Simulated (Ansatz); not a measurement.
Input:

End structure of a constructed model of the (111) surface of fcc Cu, a pseudomorphic layer of Re in the host's stacking (bottom of the slab: a bare face, its two planes held):

```
CELL_PARAMETERS angstrom
      2.56680     0.00000     0.00000
     -1.28340     2.22291     0.00000
      0.00000     0.00000    29.50000
ATOMIC_POSITIONS crystal
  Cu 0.33333 0.66667 0.27916
  Cu 0.66667 0.33333 0.35020
  Cu 0.00000 0.00000 0.42100
  Cu 0.33333 0.66667 0.49212
  Cu 0.66667 0.33333 0.56321
  Cu 0.00000 0.00000 0.63484
  Re 0.33333 0.66667 0.71062
```

Set-up: 7 atoms, 13.0 Å thick at the start with caps and adatoms (thin: gaps and levels are the slab's own); mesh 17x17x1; 0.1 eV smearing; dipole correction on; single point; on the structure that PBE left under its start's symmetry; no spin, no spin-orbit, no U. In PBE it is, or lies within 0.01 eV a 1x1 cell of, the lowest of the 2 structures of its composition computed so far; subsurface sites and larger cells were not tried.

Q: Predict the work function of the top face from r2SCAN, at the PBE geometry run with Ansatz (a quantum-chemistry and plane-wave program).

A: 5.75 eV
